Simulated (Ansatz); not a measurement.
Take ZnCu in the CsCl type structure (space group Pm-3m, No. 221; a = 2.9642 Å; relaxed with 0.1 eV smearing) as the base.

Level of theory: PBE/PAW in Ansatz (a quantum-chemistry and plane-wave program), without spin-orbit coupling.

For the base:

```
Property   Result
--------  -------
Pressure  0.0 GPa
```

Modification: an isotropic linear strain of −1.50 %, atoms relaxed at fixed cell.

Question: Estimate the effect on the pressure and energy relative to the base.

Answer: The pressure goes from zero to 5.8 GPa; the energy rises by 10 meV/atom.

Stability against distortions was not tested. The final runs are not spin-polarised.
